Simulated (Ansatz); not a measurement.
TiPbO₄ (model structure, started from the HfGeO4 type, I4₁/a, No. 88, 12 atoms in the cell): band gap by level of theory

No measured value is used here.

```
level (code)              value (eV)
-------------------  ---------------
LDA (Ansatz)                    1.24
PBE (Ansatz)                    1.39
PBE+SOC (Ansatz)     1.41 (indirect)
PBEsol (Ansatz)                 1.32
PBEsol+SOC (Ansatz)  1.34 (indirect)
r²SCAN (Ansatz)                 1.76
r²SCAN+SOC (Ansatz)  1.78 (indirect)
HSE06 (Ansatz)                  2.68
```

Computed values are for a static lattice. Levels without +SOC have no spin–orbit coupling; where heavier elements are present it shifts gaps, mostly down, and can invert bands.  Values are at the PBEsol cell. Cutoffs and k meshes differ between the levels. Ansatz's density-functional and Hartree–Fock values are scalar-relativistic unless marked +SOC, with PAW data made under PBE.

A model structure was made by putting elements into a prototype or built by hand; it is no filed structure, need not be a known phase, and can be a saddle point held by its symmetry.

Ansatz is an electronic-structure program.
